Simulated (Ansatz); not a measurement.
Data:

```xyz
8
Lattice="-3.3124 3.3124 6.5744 3.3124 -3.3124 6.5744 3.3124 3.3124 -6.5744" Properties=species:S:1:pos:R:3 pbc="T T T"
In     0.0000     0.0000     6.5744
In     3.3124     0.0000     3.2872
Te     1.6153     1.6562     1.6436
Te    -1.6562     1.6972     4.9308
Te     1.6972     1.6562     8.2180
Te     4.9687     1.6153    -1.6436
Ag     0.0000     0.0000     0.0000
Ag     0.0000     3.3124     3.2872
```

No spin polarisation.

Calculations: plane-wave PAW DFT at the PBEsol level (Ansatz, a first-principles code, 420 eV), no spin-orbit coupling. Settings: 7×7×7 k-points, 0.05 eV Fermi–Dirac smearing.

Predict the pressure and space group.

The pressure (mean of the normal stresses, compression positive) is -31.5 kbar and the space group is I-42d (No. 122).

The cells carry an imposed strain or load. No phonon test of stability was made. The cell was made from InAgTe₂ in the chalcopyrite structure (space group I-42d, No. 122) by this change: isotropic strain +3.00 %.
